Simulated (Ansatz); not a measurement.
For SiC (model structure, started from the WC type, P-6m2, No. 187, 2 atoms in the cell), LDA (plane waves, PAW; Ansatz, an electronic-structure program) gives:

```
Quantity                   Result
-------------------  ------------
lattice parameter a       2.823 Å
c axis length             2.542 Å
bulk modulus B0           217 GPa
cohesive energy      6.13 eV/atom
```

Problem. What does r²SCAN (PAW; Ansatz) give for the same quantities?

Solution. 
- lattice constant a: 2.854 Å (increases by 1.1 %)
- lattice parameter c: 2.544 Å (hardly moves)
- bulk modulus: 207 GPa (falls by 4.6 %)
- cohesive energy: 4.97 eV/atom (decreases by 1.16 eV/atom)

Changes are worked out from the printed values.

Unless a cell is named, each level is at its own relaxed cell (LDA 8.77, r²SCAN 8.97 Å³/atom).

Caveats: the bulk modulus is −V dP/dV from two relaxed cells at ±2 % in volume (LDA, r²SCAN). Ansatz's density-functional and Hartree–Fock values are scalar-relativistic unless marked +SOC, with PAW data made under PBE.

A model structure was made by putting elements into a prototype or built by hand; it is no filed structure, need not be a known phase, and can be a saddle point held by its symmetry.
